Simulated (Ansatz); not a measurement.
System: GeS₂ (P4₂/nmc, No. 137, 6 atoms in the cell; start mp-1071032). Method: LDA (Ansatz, a quantum-chemistry and plane-wave program, plane waves, PAW).

Run with plane-wave cutoff 520 eV, 10×10×4 k mesh (along the axes of the cell as run), Fermi–Dirac smearing 0.01 eV, scalar-relativistic PAW data made under PBE.

Cell (relaxed at this level):

```
CELL_PARAMETERS angstrom
      3.44854     0.00000     0.00000
      0.00000     3.44854     0.00000
      0.00000     0.00000    10.46544
ATOMIC_POSITIONS crystal
  Ge 0.00000 0.00000 0.50000
  Ge 0.50000 0.50000 0.00000
  S  0.00000 0.50000 0.86484
  S  0.00000 0.50000 0.36484
  S  0.50000 0.00000 0.63516
  S  0.50000 0.00000 0.13516
```

### Question
What does this level give for the band gap and bulk modulus?

### Answer

* **band gap**: 0.97 eV (on the SCF k mesh)
* **bulk modulus**: 30.0 GPa

Note: the relaxation could not lower the start's symmetry, so the cell can be a saddle point above a distorted one; the bulk modulus is −V dP/dV from two relaxed cells at ±2 % in volume.

Spin–orbit coupling is not included.

Static lattice: no zero-point or thermal effects.

Computing time: about 2.3 core-minutes (a rough figure).

A start named mp-… is a Materials Project structure, which need not be a measured phase.
